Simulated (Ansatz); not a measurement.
## Point defects in CdTe

Start from an 8-atom supercell of CdTe in the zinc blende structure (space group F-43m, No. 216; a = 6.558 Å) at its relaxed geometry.

One neutral defect a cell, atoms relaxed at fixed cell.

Computed with Kohn–Sham DFT with the r2SCAN functional, run in Ansatz (a first-principles code) with PAW and 500 eV plane waves, scalar-relativistic without spin-orbit coupling.

| case | largest displacement of a host atom from its site in the perfect cell | pressure |
|---|---|---|
| perfect supercell | – | 0.0 GPa |
| Te interstitial (started 2.68 Å from the nearest host atom) | 1.58 Å | 5.0 GPa |
| S on a Te site | 0.17 Å | -2.9 GPa |
| Si on a Te site | 0.16 Å | -2.0 GPa |
| Cd interstitial (started 2.84 Å from the nearest host atom) | 0.12 Å | 4.8 GPa |
| Te on a Cd site (antisite) | 0.39 Å | 1.1 GPa |

The magnetic state is the one reached from the starting moments; the real material's order can differ, and small cells can't hold many antiferromagnetic ones. The cell is small, so the values are those of an ordered compound at a high defect concentration; dilute-limit values will differ. The mesh was chosen for an insulator and is coarse for the gapless case. Seeded moments were not kept for Te interstitial (started 2.68 Å from the nearest host atom), S on a Te site, Cd interstitial (started 2.84 Å from the nearest host atom) and Te on a Cd site (antisite).
